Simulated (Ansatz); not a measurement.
# A computed series for CdSe: pressure series

Take CdSe in the zinc blende structure (space group F-43m, No. 216) as the base.

Space group F-43m (No. 216); a = 6.1963 Å, b = 6.1963 Å, c = 6.1963 Å, α = 90.00°, β = 90.00°, γ = 90.00°

```tsv
atom	site	symmetry	x	y	z
Se	4c	-43m	0.2500	0.2500	0.2500
Cd	4a	-43m	0.0000	0.0000	0.0000
```
(The calculation used a cell of 2 atoms; values per cell refer to that cell.)

Cell and atoms are relaxed at each pressure.

Calculations: Ansatz (an electronic-structure program), PBE, PAW, cutoff 420 eV, without spin-orbit coupling.

Candidates:
(a) pressure 15 GPa
(b) pressure 0.9 GPa
(c) pressure 4.5 GPa
(d) pressure −1 GPa

Before the change:

The band gap comes out as 0.49 eV.

### Question
Order them by band gap, highest first.

### Answer
(a) pressure 15 GPa (0.91 eV), (c) pressure 4.5 GPa (0.66 eV), (b) pressure 0.9 GPa (0.53 eV), (d) pressure −1 GPa (0.45 eV)

Load acts through the strain it causes; cell and atoms are relaxed under it. Whether these cells are dynamically stable was not tested. Tetrahedral semiconductors of this kind turn to denser phases somewhere between about 1 and 50 GPa; those were not computed, so compressed cells here can lie past the real transition.
